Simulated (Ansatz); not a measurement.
The parent structure is BeS (space group P6_422, No. 181; a = 3.4519 Å, c = 7.8117 Å; a hypothetical phase, not in the database extracts checked). Axes: x lies along a and z along c of the hexagonal cell.

(Cell as relaxed with PBE.)

Levels (all Ansatz, an electronic-structure program, PAW): PBE (420 eV, scalar-relativistic without spin-orbit coupling); PBEsol (420 eV, no spin-orbit coupling).

Each level relaxes its own structure.

```
base                      PBE    PBEsol
-------------------  --------  --------
volume per atom      13.44 Å³  13.10 Å³
lattice parameter a   3.452 Å   3.424 Å
```

It is then changed as follows: compressive biaxial strain of 1.85 % in the plane normal to [001], as in epitaxy on a mismatched substrate; the out-of-plane cell vector and the atoms relax.

| quantity | PBE | PBEsol |
|---|---|---|
| mean in-plane stress (compression positive) | +4.4 GPa | +4.5 GPa |
| shortest interatomic distance | 2.144 Å | 2.126 Å |

PBE's in-plane stress lies 0.1 GPa below PBEsol's; PBE's shortest interatomic distance lies 0.0171 Å above PBEsol's (0.8 %). Neither level is exact; PBEsol is the comparison here, not a measurement.

Stability against distortions was not tested. The base started in P3_121 and relaxed to P6_422 at this level.
